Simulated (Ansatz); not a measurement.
SnSe2: point defects

Take a 9-atom supercell of SnSe₂ in the CdI2 type structure (space group P-3m1, No. 164; a = 3.8403 Å, c = 6.0040 Å; layered, stacked along the Cartesian z axis) at its relaxed geometry as the base.

One neutral defect a cell, atoms relaxed at fixed cell.

All numbers come from plane-wave PAW DFT at the PBE-D3(BJ) level (Ansatz, a quantum-chemistry and plane-wave program, 420 eV), spin-orbit coupling left out, earlier PAW set.

| variant | largest displacement of a host atom from its site in the perfect cell | pressure |
|---|---|---|
| perfect supercell | – | 0.0 GPa |
| Cd on a Sn site, symmetric start | 0.05 Å | -1.4 GPa |
| Se on a Sn site (antisite), symmetric start | 0.05 Å | -1.4 GPa |
| Os on a Sn site | ? | ? |
| H interstitial (started 2.63 Å from the nearest host atom), symmetric start | 0.09 Å | -0.7 GPa |
| Sn on a Se site (antisite) | 0.20 Å | 1.4 GPa |

**Question.** What belongs in the blanks?

**Answer.** 
- Os on a Sn site, largest displacement of a host atom from its site in the perfect cell: 0.23 Å
- Os on a Sn site, pressure: -1.3 GPa

The magnetic state is the one reached from the starting moments; the real material's order can differ, and small cells can't hold many antiferromagnetic ones. In so small a cell the defect repeats every few ångströms: this is an ordered compound, not a dilute defect. The mesh was chosen for an insulator and is coarse for the gapless case. Defects with a symmetric start kept the site's symmetry and may sit on a saddle; the others started slightly shaken. Starting moments died away, wholly or in part, for Cd on a Sn site, Se on a Sn site (antisite), Os on a Sn site and H interstitial (started 2.63 Å from the nearest host atom) and more; another magnetic solution may exist. The D3 term's C6 switches between coordination references near this geometry, which can add small steps to energies.
